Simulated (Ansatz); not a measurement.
Take VS in the zinc blende structure (space group F-43m, No. 216; ferromagnetic; a hypothetical phase, not in the database extracts checked; relaxed with 0.1 eV smearing) as the base.

```
CELL_PARAMETERS angstrom
      0.00000     2.68052     2.68052
      2.68052     0.00000     2.68052
      2.68052     2.68052     0.00000
ATOMIC_POSITIONS crystal
  S  0.75000 0.75000 0.75000
  V  0.00000 0.00000 0.00000
```

Cartesian axes are those of the cell as printed.

Calculations: Ansatz (an electronic-structure program), PBE, PAW, cutoff 420 eV, scalar-relativistic without spin-orbit coupling.

Perturbation: the cell is scaled by 1.0139 in all directions; the atoms relax in the strained cell.

**Question.** Predict the stress tensor and what it implies for the stiffness.

**Answer.** Stress of the strained cell less that of the base (GPa, compression positive):
```
   -3.1     0.0     0.0
    0.0    -3.1     0.0
    0.0     0.0    -3.1
```

Then B = −ΔP/(ΔV/V₀) with ΔV/V₀ = 0.0423 gives secant stiffness values (nonlinear terms included at this strain): B ≈ 72 GPa.

As a check, the harmonic strain energy −½ V₀ Δσ:ε is 7.7 meV/atom; the computed energy rise is 8.1 meV/atom.

The magnetic state is the one reached from the starting moments; the real material's order can differ, and small cells can't hold many antiferromagnetic ones. Whether these cells are dynamically stable was not tested.
